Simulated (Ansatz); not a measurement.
End structure of Pt on the 1x1 (111) surface of fcc Ni, ferromagnetic, one in a 2x2 cell, started at the site 'bridge Ni-Ni (span 2.5 Å)':

```yaml
crystal:
  lattice:
    - [4.97715, 0.00000, 0.00000]
    - [-2.48857, 4.31034, 0.00000]
    - [0.00000, 0.00000, 25.50000]
  atoms:
    - { symbol: Ni, position: [0.16667, 0.33333, 0.38155] }
    - { symbol: Ni, position: [0.16667, 0.83333, 0.38155] }
    - { symbol: Ni, position: [0.66667, 0.33333, 0.38155] }
    - { symbol: Ni, position: [0.66667, 0.83333, 0.38155] }
    - { symbol: Ni, position: [0.33333, 0.16667, 0.46024] }
    - { symbol: Ni, position: [0.33333, 0.66667, 0.46024] }
    - { symbol: Ni, position: [0.83333, 0.16667, 0.46024] }
    - { symbol: Ni, position: [0.83333, 0.66667, 0.46024] }
    - { symbol: Ni, position: [0.99828, 0.99914, 0.53992] }
    - { symbol: Ni, position: [0.99991, 0.49995, 0.53962] }
    - { symbol: Ni, position: [0.50082, 0.99908, 0.53995] }
    - { symbol: Ni, position: [0.50082, 0.50173, 0.53995] }
    - { symbol: Ni, position: [0.16273, 0.33715, 0.61858] }
    - { symbol: Ni, position: [0.16273, 0.82558, 0.61858] }
    - { symbol: Ni, position: [0.67423, 0.33711, 0.61862] }
    - { symbol: Ni, position: [0.66678, 0.83339, 0.62165] }
    - { symbol: Pt, position: [0.33304, 0.16652, 0.69374] }
```

Model: 17-atom slab, 6.0 Å thick at the start under the adsorbate (thin: gaps and levels are the slab's own), 7x7x1 mesh, Fermi-Dirac 0.1 eV, dipole correction, 8 atoms held, the rest relaxed; start symmetry kept, larger cells not searched; spin-polarised, no spin-orbit, no U, no dispersion correction. At the end it is bonded to 3 Ni. In PBE it is, or lies within 0.03 eV of, the lowest of the starts that converged.

A negative adsorption energy means that the adsorbate is more stable on the surface than in its reference.

Estimate the change of the work function that PBE (Ansatz, a program for electronic structure) returns for this input.

-0.64 eV

What is the computed adsorption energy against an atom of fcc Pt (PBE)?

0.98 eV

Predict the work function of the top face from PBE.

4.44 eV

What change of the step from the bottom to the top vacuum level, against the clean slab does PBE give?

-0.63 eV
